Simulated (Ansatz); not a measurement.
MnO: biaxial strain −2.06 %, plane normal [110], relaxed out of plane

Consider MnO in the rock salt structure (space group Fm-3m, No. 225; a = 4.4503 Å; ferromagnetic). Axes: x, y, z lie along the cube axes.

Modification: biaxial strain −2.06 %, plane normal [110], relaxed out of plane (Cartesian); in-plane vectors clamped, the third vector and the atoms free.

Calculations: r2SCAN/PAW in Ansatz (a first-principles code), scalar-relativistic without spin-orbit coupling. k-mesh 13×13×13 (Γ-centred); smearing 0.05 eV (Fermi–Dirac).

The volume per atom drops by 0.24 Å³, from 11.02 Å³ to 10.78 Å³ and the space group changes from Fm-3m (No. 225) to Immm (No. 71). The energy goes up by 7.9 meV/atom and the pressure (mean of the normal stresses, compression positive) goes from zero to 3.8 GPa. The band gap is still zero and the magnetic state remains ferromagnetic. The out-of-plane strain amounts to +1.98 % (rough) and the mean in-plane stress (compression positive) amounts to +5.6 GPa (rough).

Cost of the whole job for the changed cell (relaxation, final SCF and bands): around 100 core-seconds (rough).

A case with no gap was solved on a k-mesh chosen for an insulator, which is coarse for it. Without a gap, meshes like the base's 13×13×13 leave anisotropic stresses uncertain by several tenths of a GPa, and small strain energies with them. Stability against distortions was not tested. No Hubbard U is applied and the magnetic state is the run's own (MnO ferromagnetic); other magnetic orders, which need larger cells, were not tried and can change the gap. In its common phase, real MnO is an antiferromagnetic insulator at low temperature.
